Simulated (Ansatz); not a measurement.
Cells marked so need not be the phases stable at ambient conditions, and some may be hypothetical.

The gap is the functional's own. No spin-orbit coupling. Mid-gap values are interpolated on the energy grid.

A. KAl(MoO4)2 (P-3m1, not sure to be the ambient phase, 12 atoms a cell, 16.8 Å³ an atom, -7 GPa at this level), along the normal of (110)
B. SrZnCl4 (I4_1/a, not sure to be the ambient phase, 12 atoms a cell, 25.4 Å³ an atom), along the normal of (101)
C. Al2HgTe4 (I-4, not sure to be the ambient phase, 7 atoms a cell, 33.0 Å³ an atom), along the normal of (001)
D. AgNO$_{3}$ (R3c, not sure to be the ambient phase, 10 atoms a cell, 13.2 Å³ an atom, -3 GPa at this level), along the normal of (110)
E. MgSe₂ (Pa-3, not sure to be the ambient phase, 12 atoms a cell, 22.5 Å³ an atom), along the normal of (110)

Order them by mid-gap decay constant of the slowest evanescent state (lowest first) at the level r2SCAN (Ansatz, a quantum-chemistry and plane-wave program).

C (0.16 1/Å), E (0.24 1/Å), B (0.36 1/Å), D (0.42 1/Å), A (0.55 1/Å)
